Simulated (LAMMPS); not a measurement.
Pressure dependence of Al (fcc) at 560 K, from the crystal.

Model: classical MD, pair style meam, file AlSiMgCuFe.meam, run in LAMMPS.

```tsv
P (GPa)	state	volume	coordination number
0	crystal; no diffusion seen in 30 ps	17.0161 ± 0.0007 Å³/atom	12.0 (counted to 3.50 Å)
2	crystal; no diffusion seen in 30 ps	16.5816 ± 0.0007 Å³/atom	12.0 (counted to 3.46 Å)
5	crystal; no diffusion seen in 30 ps	16.0305 ± 0.0003 Å³/atom	12.0 (counted to 3.42 Å)
```

Caution (rows 2; 5): a run this short can hold a crystal over, or a liquid under, the potential's own melting point, which these runs don't give.

Estimate the isothermal bulk modulus at zero pressure. A parabola P(ln V) through the three points gives −dP/d ln V = 72 GPa at zero pressure.

States go by the mean squared displacement: a species diffuses where it passes 1.5 Å², still rises and gives D over 1e-6 cm²/s; a crystal has left its structure where atoms lie 0.35 Å off their sites on average or a cubic box changes its shape by 3 %, or the axial ratios of another lie 8 % off the starting cell's, which the potential's own relaxation can also do.

The ± values are statistical; the model's systematic error is not in them.
